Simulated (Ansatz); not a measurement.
Levels about the gap of amorphous Hf17O36La (54 atoms in a cell of 698 Å³, 8.92 g/cm³; zone centre alone, so wide bands show as single levels with stretches between that a denser mesh fills), at the geometry that PBE relaxed, where it gives 0.0 GPa on a denser mesh. The participation number counts the atoms over which a state spreads; weights are charges in smoothed Voronoi cells. The levels come from a single point, so bond lengths are those of that geometry. Method of the levels: r2SCAN, scalar-relativistic without spin-orbit coupling (Ansatz, an electronic-structure program). Sampling: the zone centre alone; Fermi-Dirac width 0.01 eV; collinear spin, started from moments on atoms (at the end a net moment of 1.0 μB). The usual formal charges leave 1 holes over, so the level spacing at the Fermi energy parts defect or band states and needn't be the band gap. In the spin-polarised cell the level spacing at the Fermi energy can part levels of unlike spin. At PBE the levels at the empty edge of the gap are localised (band-tail or defect states), and the nearest spread-out levels lie 3.9 eV apart at the zone centre.

Preparation: random packing, a CHGNet melt and quench, and a DFT relaxation. O atoms were pushed apart under 1.9 Å during the dynamics, to hinder bonds among them. The hot cell started wider than the set density and was brought back towards it in steps. It is the lowest in DFT energy of 2 quenches. It is a model cell: composition and starting density were chosen by hand, and all elements were melted together. No dispersion term was used. Its density started from a set value of 8.79 and ended at 8.92 g/cm³. Cooling (nominally 380 K/ps over its main leg) ran many orders faster than in experiment, which tends to leave more defects and strain. Values belong to this one cell and scatter from quench to quench. Volume and shape were free in the relaxation.

```json
[
 {"E - E(highest filled), eV": "-0.19", "filling": "filled", "spin": "dn", "participation number": "19.0", "largest on": "O, 3 neighbours", "weight O": "0.94", "weight Hf": "0.05", "weight La": "0.00"},
 {"E - E(highest filled), eV": "-0.14", "filling": "filled", "spin": "up", "participation number": "19.6", "largest on": "O, 4 neighbours", "weight O": "0.94", "weight Hf": "0.05", "weight La": "0.00"},
 {"E - E(highest filled), eV": "-0.11", "filling": "filled", "spin": "dn", "participation number": "20.3", "largest on": "O, 4 neighbours", "weight O": "0.95", "weight Hf": "0.05", "weight La": "0.00"},
 {"E - E(highest filled), eV": "-0.07", "filling": "filled", "spin": "up", "participation number": "13.3", "largest on": "O, 3 neighbours", "weight O": "0.95", "weight Hf": "0.05", "weight La": "0.00"},
 {"E - E(highest filled), eV": "-0.06", "filling": "filled", "spin": "dn", "participation number": "13.9", "largest on": "O, 3 neighbours", "weight O": "0.95", "weight Hf": "0.04", "weight La": "0.00"},
 {"E - E(highest filled), eV": "-0.01", "filling": "filled", "spin": "dn", "participation number": "13.9", "largest on": "O, 3 neighbours", "weight O": "0.96", "weight Hf": "0.04", "weight La": "0.00"},
 {"E - E(highest filled), eV": "0.00", "filling": "filled", "spin": "up", "participation number": "16.4", "largest on": "O, 3 neighbours", "weight O": "0.96", "weight Hf": "0.04", "weight La": "0.00"},
 {"E - E(highest filled), eV": "1.52", "filling": "empty", "spin": "dn", "participation number": "1.9", "largest on": "O, 2 neighbours", "weight O": "0.94", "weight Hf": "0.03", "weight La": "0.02"},
 {"E - E(highest filled), eV": "4.41", "filling": "empty", "spin": "up", "participation number": "29.6", "largest on": "Hf, 7 neighbours", "weight O": "0.41", "weight Hf": "0.57", "weight La": "0.02"},
 {"E - E(highest filled), eV": "4.41", "filling": "empty", "spin": "dn", "participation number": "29.8", "largest on": "Hf, 7 neighbours", "weight O": "0.41", "weight Hf": "0.57", "weight La": "0.02"},
 {"E - E(highest filled), eV": "4.62", "filling": "empty", "spin": "up", "participation number": "20.5", "largest on": "Hf, 7 neighbours", "weight O": "0.38", "weight Hf": "0.58", "weight La": "0.04"},
 {"E - E(highest filled), eV": "4.62", "filling": "empty", "spin": "dn", "participation number": "20.5", "largest on": "Hf, 7 neighbours", "weight O": "0.38", "weight Hf": "0.58", "weight La": "0.04"},
 {"E - E(highest filled), eV": "4.66", "filling": "empty", "spin": "up", "participation number": "19.0", "largest on": "La, 7 neighbours", "weight O": "0.34", "weight Hf": "0.52", "weight La": "0.14"},
 {"E - E(highest filled), eV": "4.67", "filling": "empty", "spin": "dn", "participation number": "19.0", "largest on": "La, 7 neighbours", "weight O": "0.34", "weight Hf": "0.52", "weight La": "0.14"}
]
```

Most localised among these is the empty level at +1.52 eV, on a O atom, which has 2 neighbours (Hf 2.10 Å, La 2.47 Å).
